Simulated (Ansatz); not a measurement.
Start from Ag in the fcc (Cu type) structure (space group Fm-3m, No. 225; a = 4.054 Å; relaxed with 0.1 eV smearing). Axes: x, y, z lie along the cube axes.

The values are results of Kohn–Sham DFT with the PBEsol functional, run in Ansatz (a program for electronic structure) with PAW and 420 eV plane waves, spin-orbit coupling left out, earlier PAW set, not measurements.

Perturbation: tensile biaxial strain of 3.69 % in the plane normal to [110], as in epitaxy on a mismatched substrate; the out-of-plane cell vector and the atoms relax.

Question: What happens to the ratio −ε⊥/ε∥?

Answer: The ratio −ε⊥/ε∥ comes out as 0.77.

Question: How does this affect the in-plane stress?

Answer: The mean in-plane stress (compression positive) amounts to -6.1 GPa.

Question: What happens to the energy relative to the base?

Answer: The energy grows by 25 meV/atom.

A biaxial case was relaxed in a doubled cell and then solved in the primitive one. Whether these cells are dynamically stable was not tested.
